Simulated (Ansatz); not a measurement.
Base system: Ge in the diamond structure (space group Fd-3m, No. 227; a = 5.676 Å). Axes: x, y, z lie along the cube axes.

Level of theory: PBEsol (Ansatz, a program for electronic structure; PAW; 420 eV plane waves; scalar-relativistic without spin-orbit coupling).

Strains are applied to the cell and any free atomic positions relax.

One change was made to it. Results:

The pressure (mean of the normal stresses, compression positive) goes from zero to -1.6 GPa; the energy goes up by 5.0 meV/atom; the shortest interatomic distance increases by 0.0207 Å to 2.478 Å.

**Question.** What was done to the base?
(A) uniaxial strain ε_zz = +2.50 %
(B) uniaxial strain ε_zz = −3.00 %
(C) uniaxial strain ε_zz = −2.00 %
(D) uniaxial strain ε_zz = +0.50 %
(E) uniaxial strain ε_zz = +3.00 %

**Answer.** A, uniaxial strain ε_zz = +2.50 %. For comparison, the energy relative to the base in the other runs: uniaxial strain ε_zz = +3.00 % gives +7.1 meV/atom; uniaxial strain ε_zz = −2.00 % gives +3.3 meV/atom; uniaxial strain ε_zz = +0.50 % gives +0.2 meV/atom; uniaxial strain ε_zz = −3.00 % gives +7.5 meV/atom.

No phonon test of stability was made. Gaps under 0.05 eV, about the width of the smearing, are given as zero.
